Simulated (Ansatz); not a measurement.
For WSe$_{2}$ (P6_3/mmc, relaxed from the 2H-MoS2 type) at 250 K, the quasi-harmonic free energy with LDA in Ansatz (an electronic-structure program) gives a volume expansion coefficient α_V = 23.51 × 10⁻⁶ K⁻¹, an isothermal bulk modulus B_T = 40.2 GPa, a molar volume V_m = 35.551 cm³/mol and C_V = 67.14 J/(mol K). Dynamical quadrupoles are not included in the interpolation of the phonons between the solved wave vectors. Spin-orbit coupling is not included.

Work out the Grüneisen parameter, C_P and the adiabatic bulk modulus.

γ = α_V B_T V_m / C_V = 0.50. C_P − C_V = α_V² B_T V_m T = 0.20 J/(mol K), so C_P = 67.34 J/(mol K). B_S = B_T C_P/C_V = B_T (1 + α_V γ T) = 40.3 GPa.

The PAW data sets were generated under PBE and serve the other functionals too.
